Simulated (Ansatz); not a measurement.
For zinc-blende CaO (model structure), PBE-D3(BJ) (plane waves, PAW; Ansatz, a first-principles code) gives:

lattice constant a: 5.199 Å
enthalpy of formation: -2.857 eV/atom

What does r²SCAN in Ansatz (PAW) give for the same quantities?


- lattice constant a: 5.212 Å (grows by 0.3 %)
- formation enthalpy: -2.969 eV/atom (moves by -0.112 eV/atom)

Changes are worked out from the printed values.

Unless a cell is named, each level is at its own relaxed cell (PBE-D3(BJ) 17.57, r²SCAN 17.70 Å³/atom).

Ansatz's density-functional and Hartree–Fock values are scalar-relativistic unless marked +SOC, with PAW data made under PBE.

A model structure was made by putting elements into a prototype or built by hand; it is no filed structure, need not be a known phase, and can be a saddle point held by its symmetry.
